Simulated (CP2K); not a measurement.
CP2K run on SiO2 (P4_2/mnm, 6 atoms in the cell): self-consistent single point.

Level of theory: CP2K with PBE, GPW, DZVP-MOLOPT-SR-GTH basis, GTH-PBE potentials (GTH_POTENTIALS).

The change in words: lattice scaled by 0.98. Reference geometry:
```
CELL_PARAMETERS angstrom
      4.16205     0.00000     0.00000
      0.00000     4.16205     0.00000
      0.00000     0.00000     2.64824
ATOMIC_POSITIONS crystal
  Si 0.50000 0.50000 0.50000
  Si 0.00000 0.00000 0.00000
  O  0.69316 0.69316 0.00000
  O  0.30684 0.30684 0.00000
  O  0.80684 0.19316 0.50000
  O  0.19316 0.80684 0.50000
```

Reference input (self-consistent single point, DFT PBE, GPW, DZVP-MOLOPT-SR-GTH basis, GTH-PBE potentials (GTH_POTENTIALS)): CUTOFF = 450 Ry; REL_CUTOFF = 60 Ry; KPOINTS/SCHEME = MONKHORST-PACK 4 4 6; GAMMA_CENTERED = T; XC_FUNCTIONAL = PBE; Si/BASIS_SET = DZVP-MOLOPT-SR-GTH-q4; Si/POTENTIAL = GTH-PBE-q4; O/BASIS_SET = DZVP-MOLOPT-SR-GTH-q6; O/POTENTIAL = GTH-PBE-q6; METHOD = GPW; EPS_DEFAULT = 1e-10; NGRIDS = 5. This run's input differs from it in these lines:

```diff
@@ -60,3 +60,3 @@
     &CELL
-      ABC 4.16205300 4.16205300 2.64823900
+      ABC 4.07881200 4.07881200 2.59527400
       ALPHA_BETA_GAMMA 90.00000000 90.00000000 90.00000000
```

Output (repeated stretches shortened):

```
 SCF WAVEFUNCTION OPTIMIZATION

  Step     Update method      Time    Convergence         Total energy    Change
     1 NoMix/Diag. 0.40E+00      -     1.66024762       -73.2443010020 -7.32E+01
     2 Broy./Diag. 0.40E+00      -     0.13841978       -66.7346438613  6.51E+00
     3 Broy./Diag. 0.40E+00      -     0.10602092       -70.8117344632 -4.08E+00
     4 Broy./Diag. 0.40E+00      -     0.01207343       -72.3665144676 -1.55E+00
     5 Broy./Diag. 0.40E+00      -     0.00458785       -72.2493250700  1.17E-01
     6 Broy./Diag. 0.40E+00      -     0.00171580       -72.2744433205 -2.51E-02
   [... 3 lines left out ...]
    10 Broy./Diag. 0.40E+00      -     0.00002348       -72.2644575922  2.27E-04
    11 Broy./Diag. 0.40E+00      -     0.00000448       -72.2643344342  1.23E-04
    12 Broy./Diag. 0.40E+00      -     0.00000247       -72.2643488049 -1.44E-05
    13 Broy./Diag. 0.40E+00      -     0.00000043       -72.2643442411  4.56E-06
  *** SCF run converged in    13 steps ***

  Overlap energy of the core charge distribution:               0.00000000893718
  Self energy of the core charge distribution:               -186.62081317227754
  Core Hamiltonian energy:                                     54.07826376072359
  Hartree energy:                                              77.54255136741092
  Exchange-correlation energy:                                -17.26434620588639

  Total energy:                                               -72.26434424109225

                     Mulliken Population Analysis

 #  Atom  Element  Kind  Atomic population                           Net charge
       1     Si       1          3.023029                              0.976971
       2     Si       1          3.023029                              0.976971
   [... lines left out ...]

 STRESS| Analytical stress tensor [bar]
 STRESS|                        x                   y                   z
 STRESS|      x        3.80249220351E+05  -2.58612447991E-02  -2.61023552452E-06
 STRESS|      y       -2.58612447991E-02   3.80249220344E+05  -2.62575506428E-06
 STRESS|      z       -2.61023552452E-06  -2.62575506428E-06   4.89418114104E+05
 STRESS| 1/3 Trace                                             4.16638851599E+05
```

The run converged in 13 iterations. Against the reference run the free energy goes up by 80.6 meV/atom, the pressure goes from 16.99 to 41.66 GPa, the largest force goes from 0.176 to 0.659 eV/Å and the gap on the mesh goes from 5.856 to 6.996 eV.

The starting cell comes from a database of computed structures (which also holds hypothetical and non-ambient phases and stackings), without a prior relaxation at this level. Its lattice was rescaled by a random factor within 2.5 % of one. For this run, on top of that: lattice scaled by 0.98. Values carry the incompleteness of an atom-centred basis. With a pressure of about 42 GPa the cell is away from its equilibrium volume at this level.
